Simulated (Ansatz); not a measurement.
Start from Cu3N (space group Pm-3m, No. 221).

```xyz
4
Lattice="3.7209 0.0000 0.0000 0.0000 3.7209 0.0000 0.0000 0.0000 3.7209" Properties=species:S:1:pos:R:3 pbc="T T T"
Cu     1.8604     0.0000     0.0000
Cu     0.0000     1.8604     0.0000
Cu     0.0000     0.0000     1.8604
N      0.0000     0.0000     0.0000
```

The values are results of LDA (Ansatz, a quantum-chemistry and plane-wave program), no spin-orbit coupling, not measurements.

For the base:

```
Item                   Value
-------------------  -------
Lattice parameter a  3.721 Å
```

Perturbation: cell and atoms relaxed at a pressure of 9 GPa.

Question: What happens to the lattice parameter a?

Answer: The lattice parameter a shrinks by 0.066 Å (3.721 Å → 3.655 Å).

Load acts through the strain it causes; cell and atoms are relaxed under it. Whether these cells are dynamically stable was not tested. Competing high-pressure phases were not computed. All final runs are without spin polarisation.
